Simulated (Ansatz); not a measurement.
Here is the system:

```xyz
4
Lattice="3.7357 0.0000 0.0000 -1.8678 3.2352 0.0000 0.0000 0.0000 6.2554" Properties=species:S:1:pos:R:3 pbc="T T T"
Zn     0.0000     2.1568     0.0147
Zn     1.8678     1.0784     3.1424
S      0.0000     2.1568     2.3310
S      1.8678     1.0784     5.4587
```

The numbers are results of PBE with spin-orbit coupling, rigid bands (plane waves, PAW; Ansatz, a first-principles code), not measurements. Condition of this run: biaxial stress in the c plane of 2 GPa (compression positive) (the target of the relaxation). Cell: cell and atoms relaxed with PBEsol, then loaded as said.

Problem. What conductivity effective mass do dilute holes have at 300 K?

Solution. 0.96 (x), 0.96 (y), 1.58 (z) mₑ.

Problem. Predict the electron conductivity mass (n e² τ/σ) at 300 K, by direction if it differs.

Solution. 0.21 (x), 0.21 (y), 0.166 (z) mₑ.

Problem. And the band gap?

Solution. 2.28 eV at this level; semilocal functionals usually fall short of the measured gap.

Rigid bands, one relaxation time for all states, no polarons. Geometry: cell and atoms relaxed with PBEsol.
